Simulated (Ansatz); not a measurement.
Method: PBE (plane waves to 420 eV, PAW; Ansatz, a quantum-chemistry and plane-wave program).

Electrostatic potential energy of an electron, averaged over planes parallel to the surface, in eV from the Fermi level, for Pt on the 1x1 (111) surface of fcc Al, one in a 2x2 cell, started at the site 'hollow Al-Al-Al over Al at depth 2.3 Å':

| z (Å) | V (eV) |
|---|---|
| 5.30 | 4.01 |
| 5.59 | 4.01 |
| 5.89 | 4.01 |
| 6.18 | 4.01 |
| 6.48 | 4.00 |
| 6.77 | 3.98 |
| 7.07 | 3.95 |
| 7.36 | 3.88 |
| 7.66 | 3.74 |
| 7.95 | 3.44 |
| 8.24 | 2.83 |
| 8.54 | 1.59 |
| 8.83 | -0.87 |
| 9.13 | -4.75 |
| 9.42 | -6.90 |
| 9.72 | -7.30 |
| 10.01 | -7.15 |
| 10.31 | -5.82 |
| 10.60 | -2.46 |
| 10.89 | -0.50 |
| 11.19 | -1.60 |
| 11.48 | -5.03 |
| 11.78 | -7.03 |
| 12.07 | -7.43 |
| 12.37 | -7.20 |
| 12.66 | -5.70 |
| 12.96 | -2.32 |
| 13.25 | -0.68 |
| 13.54 | -2.29 |
| 13.84 | -5.67 |
| 14.13 | -7.20 |
| 14.43 | -7.42 |
| 14.72 | -7.04 |
| 15.02 | -5.08 |
| 15.31 | -1.65 |
| 15.61 | -0.50 |
| 15.90 | -2.40 |
| 16.19 | -5.79 |
| 16.49 | -7.21 |
| 16.78 | -7.37 |
| 17.08 | -7.02 |
| 17.37 | -5.29 |
| 17.67 | -2.90 |
| 17.96 | -2.73 |
| 18.26 | -3.08 |
| 18.55 | -2.49 |
| 18.84 | -0.64 |
| 19.14 | 1.77 |
| 19.43 | 3.27 |
| 19.73 | 3.83 |
| 20.02 | 4.07 |
| 20.32 | 4.18 |
| 20.61 | 4.23 |
| 20.91 | 4.26 |
| 21.20 | 4.27 |
| 21.49 | 4.28 |
| 21.79 | 4.28 |
| 22.08 | 4.28 |
| 22.38 | 4.28 |
| 22.67 | 4.28 |

Set-up: 17 atoms, 7.0 Å thick at the start under the adsorbate (thin: gaps and levels are the slab's own); mesh 6x6x1; 0.1 eV smearing; dipole correction on; 8 atoms held, the rest relaxed; start symmetry kept, larger cells not searched; spin-polarised, no spin-orbit, no U, no dispersion correction. The starting moment vanished. At the end it is bonded to 3 Al. In PBE this state lies 0.07 eV over the lowest of the starts that converged ('hollow Al-Al-Al over Al at depth 4.6 Å').

The vacuum level lies 4.28 eV above the Fermi level over the top face and 4.01 eV above it under the bottom face.
